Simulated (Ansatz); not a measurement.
SiC, response to strain

Start from SiC (space group P6_3mc, No. 186; a = 3.058 Å, c = 10.012 Å). Axes: x lies along a and z along c of the hexagonal cell.

Strains are applied to the cell and any free atomic positions relax.

Method: LDA (Ansatz, a quantum-chemistry and plane-wave program), no SOC.

Notes on the quantities. energy relative to the base: free energy F.

```tsv
change	band gap	energy relative to the base	volume per atom
base	2.18 eV	0 meV/atom	10.14 Å³
tensor shear ε_xz = +0.40 %	2.16 eV	+0.3 meV/atom	10.14 Å³
tensor shear ε_xz = +1.60 %	2.03 eV	+5.3 meV/atom	10.14 Å³
tensor shear ε_xz = +0.80 %	2.13 eV	+1.3 meV/atom	10.14 Å³
tensor shear ε_xz = +1.20 %	2.08 eV	+3.0 meV/atom	10.14 Å³
tensor shear ε_xz = +2.00 %	1.98 eV	+8.2 meV/atom	10.13 Å³
```

Stability against distortions was not tested.
